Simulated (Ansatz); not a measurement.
Base system: GeS in the GeS type structure (space group Pnma, No. 62; layered, stacked along the Cartesian x axis).

```yaml
crystal:
  lattice:
    - [10.66092, 0.00000, 0.00000]
    - [0.00000, 3.68123, 0.00000]
    - [0.00000, 0.00000, 4.35573]
  atoms:
    - { symbol: Ge, position: [0.62456, 0.75000, 0.63494] }
    - { symbol: Ge, position: [0.87544, 0.25000, 0.13494] }
    - { symbol: Ge, position: [0.37544, 0.25000, 0.36506] }
    - { symbol: Ge, position: [0.12456, 0.75000, 0.86506] }
    - { symbol: S, position: [0.34932, 0.75000, 0.99502] }
    - { symbol: S, position: [0.15068, 0.25000, 0.49502] }
    - { symbol: S, position: [0.65068, 0.25000, 0.00498] }
    - { symbol: S, position: [0.84932, 0.75000, 0.50498] }
```

Cartesian axes are those of the cell as printed.

Level of theory: PBE-D3(BJ) (Ansatz, a program for electronic structure; PAW; 420 eV plane waves; scalar-relativistic without spin-orbit coupling).

For the base:

| Quantity | Result |
|---|---|
| Band gap | 1.24 eV |
| Gap character | indirect, Γ–Z (67 % along) → Γ |

Modification: the cell is stretched by 0.29 % along x with no lateral relaxation; the atoms relax in the strained cell.

Problem. Estimate the effect on the band gap, stress and gap character.

Solution. The band gap falls by 0.014 eV to 1.22 eV; the stress (xx, yy, zz, yz, xz, xy; compression positive) amounts to (-0.26, -0.13, -0.12, 0.00, 0.00, 0.00) GPa; the gap character is still indirect, Γ–Z (67 % along) → Γ.

No phonon test of stability was made. The D3 term's C6 switches between coordination references near this geometry, which can add small steps to energies.
